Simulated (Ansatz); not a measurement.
A computed series for BN: response to strain

The parent structure is BN in the wurtzite structure (space group P6_3mc, No. 186).

```xyz
4
Lattice="2.5410 0.0000 0.0000 -1.2705 2.2006 0.0000 0.0000 0.0000 4.2033" Properties=species:S:1:pos:R:3 pbc="T T T"
B      0.0000     1.4670     0.0011
B      1.2705     0.7335     2.1028
N      0.0000     1.4670     1.5751
N      1.2705     0.7335     3.6768
```

Cartesian axes are those of the cell as printed.

Strains are applied to the cell and any free atomic positions relax; under biaxial strain the out-of-plane vector relaxes too.

The values are results of DFT with PBEsol, PAW potentials and a 420 eV plane-wave cutoff in Ansatz (a first-principles code), without spin-orbit coupling, not measurements.

```json
[
 {"change": "base", "out-of-plane strain": "–", "electron mass": "0.30 mₑ along c, 0.50 mₑ across (at K)", "width of the top valence band": "5.49 eV", "smallest direct gap": "8.21 eV", "band gap": "4.96 eV"},
 {"change": "biaxial strain −3.00 %, plane normal [001], relaxed out of plane", "out-of-plane strain": "+0.36 %", "electron mass": "0.31 mₑ out of plane, 0.48 mₑ in plane (at K)", "width of the top valence band": "5.78 eV", "smallest direct gap": "7.76 eV", "band gap": "4.61 eV"},
 {"change": "biaxial strain −2.40 %, plane normal [001], relaxed out of plane", "out-of-plane strain": "+0.29 %", "electron mass": "0.30 mₑ out of plane, 0.48 mₑ in plane (at K)", "width of the top valence band": "5.72 eV", "smallest direct gap": "7.93 eV", "band gap": "4.69 eV"},
 {"change": "biaxial strain −1.80 %, plane normal [001], relaxed out of plane", "out-of-plane strain": "+0.21 %", "electron mass": "0.30 mₑ out of plane, 0.48 mₑ in plane (at K)", "width of the top valence band": "5.66 eV", "smallest direct gap": "8.09 eV", "band gap": "4.77 eV"},
 {"change": "biaxial strain −1.20 %, plane normal [001], relaxed out of plane", "out-of-plane strain": "+0.14 %", "electron mass": "0.30 mₑ out of plane, 0.49 mₑ in plane (at K)", "width of the top valence band": "5.60 eV", "smallest direct gap": "8.26 eV", "band gap": "4.84 eV"},
 {"change": "biaxial strain −0.60 %, plane normal [001], relaxed out of plane", "out-of-plane strain": "+0.07 %", "electron mass": "0.30 mₑ out of plane, 0.49 mₑ in plane (at K)", "width of the top valence band": "5.54 eV", "smallest direct gap": "8.28 eV", "band gap": "4.91 eV"}
]
```

Effective masses come from finite differences of ±0.01 Å⁻¹. Whether these cells are dynamically stable was not tested.
